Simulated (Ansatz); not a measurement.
Consider AgI in the rock salt structure (space group Fm-3m, No. 225; a = 5.9850 Å; a model cell, its experimental status unchecked). Axes: x, y, z lie along the cube axes.

The values are results of PBEsol, PAW, 420 eV (Ansatz, a program for electronic structure; without spin-orbit coupling), not measurements.

A first run, uniaxial strain ε_yy = +1.23 %, gives secant values C11 ≈ 67 GPa and C12 ≈ 32 GPa from its stress. A second run applies biaxial strain −2.20 %, plane normal [001], relaxed out of plane.

Problem. What does linear elasticity predict for −ε⊥/ε∥ in the second run, and what does the run give?

Solution. Linear elasticity: 2 C12/C11 = 0.96. The run gives 0.97; any difference comes from nonlinear terms at these strains and numerical noise.

Stability against distortions was not tested. This is not the structure that AgI has at room temperature and ambient pressure.
